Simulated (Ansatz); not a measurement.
## Effect of isotropic strain −0.62 % on Sc

Base system: Sc in the hcp (Mg type) structure (space group P6_3/mmc, No. 194; a = 3.3180 Å, c = 5.1860 Å; relaxed with 0.1 eV smearing).

The change: the cell is scaled by 0.9938 in all directions; the atoms relax in the strained cell.

All numbers come from PBE in Ansatz (plane waves to 420 eV, PAW, no spin-orbit coupling), earlier PAW set. k-mesh 20×20×11 (Γ-centred); smearing 0.1 eV (Fermi–Dirac).

The volume per atom decreases by 0.457 Å³ (24.72 Å³ → 24.27 Å³) and the space group is still P6_3/mmc (No. 194). The energy rises by 1.5 meV/atom and the pressure (mean of the normal stresses, compression positive) goes from zero to 1.0 GPa. The band gap stays zero.

Final structure:

```xyz
2
Lattice="3.2974 0.0000 0.0000 -1.6487 2.8557 0.0000 0.0000 0.0000 5.1539" Properties=species:S:1:pos:R:3 pbc="T T T"
Sc     0.0000     1.9038     3.8654
Sc     1.6487     0.9519     1.2885
```

Whether these cells are dynamically stable was not tested. The final runs are not spin-polarised.

Ansatz is a quantum-chemistry and plane-wave program.
